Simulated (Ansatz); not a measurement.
## C under a change: uniaxial strain ε_yy = −1.20 %

The parent structure is C in the graphite type structure (space group P6_3/mmc, No. 194; a = 2.455 Å, c = 6.670 Å; layered, stacked along the Cartesian z axis). Axes: x lies along a and z along c of the hexagonal cell.

One thing is altered: the cell is compressed by 1.20 % along y with no lateral relaxation, atoms relaxed at fixed cell.

Method: r2SCAN+rVV10/PAW in Ansatz (a first-principles code), no spin-orbit coupling, earlier PAW set. Γ-centred 15×15×5 mesh, Fermi–Dirac width 0.05 eV.

| quantity | base | changed | shift |
|---|---|---|---|
| volume per atom | 8.71 Å³ | 8.60 Å³ | -0.104 Å³ |
| space group | P6_3/mmc (No. 194) | Cmcm (No. 63) | – |
| shortest interatomic distance | 1.418 Å | 1.403 Å | -0.0145 Å |
| energy relative to the base (free energy F) | 0 meV/atom | +4.4 meV/atom | +4.4 meV/atom |
| pressure (mean of the normal stresses, compression positive) | 0.0 GPa | 5.4 GPa | +5.4 GPa |
| band gap | zero | zero | – |
| largest internal atomic displacement | – | 0.014 Å | – |
| stress (xx, yy, zz, yz, xz, xy; compression positive) (rough) | – | (2.5, 13.6, -0.1, 0.0, 0.0, 0.0) GPa | – |

A case with no gap was solved on a k-mesh chosen for an insulator, which is coarse for it. Without a gap, meshes like the base's 15×15×5 leave anisotropic stresses uncertain by several tenths of a GPa, and small strain energies with them. Whether these cells are dynamically stable was not tested.
